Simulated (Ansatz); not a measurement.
## Effect of uniaxial stress, 8 GPa tension along x on MgF2

The parent structure is MgF$_{2}$ in the rutile structure (space group P4_2/mnm, No. 136; a = 4.639 Å, c = 3.062 Å). Axes: x, y, z lie along a, b, c of the conventional cell.

Modification: uniaxial stress, 8 GPa tension along x, with the cell and atoms free to relax against it.

The values are results of PBEsol (Ansatz, a first-principles code, PAW, no SOC), not measurements. Γ-centred 7×7×11 mesh, Fermi–Dirac width 0.05 eV.

| quantity | base | changed | shift |
|---|---|---|---|
| volume per atom | 10.98 Å³ | 11.28 Å³ | +0.30 Å³ |
| space group | P4_2/mnm (No. 136) | Pnnm (No. 58) | – |
| shortest interatomic distance | 1.990 Å | 2.004 Å | +0.014 Å |
| energy relative to the base (free energy F) | 0 meV/atom | +27 meV/atom | +27 meV/atom |
| band gap | 6.89 eV | 6.70 eV | -0.19 eV |
| gap character | direct at Γ | direct at Γ | – |
| electron mass | – | 0.54 mₑ along y, 0.51 mₑ across (at Γ) | – |
| valence-band top at Γ (three highest levels, from the VBM) | 0.00, -0.32, -0.32 eV | 0.00, -0.01, -0.49 eV | – |
| strain response (xx, yy, zz) | – | (+10.44, −5.89, −1.21) % | – |

Effective masses come from finite differences of ±0.01 Å⁻¹. Stability under load was not tested beyond the relaxation. The base started in Pnnm and relaxed to P4_2/mnm at this level. k-point labels follow each cell's own Brillouin zone.
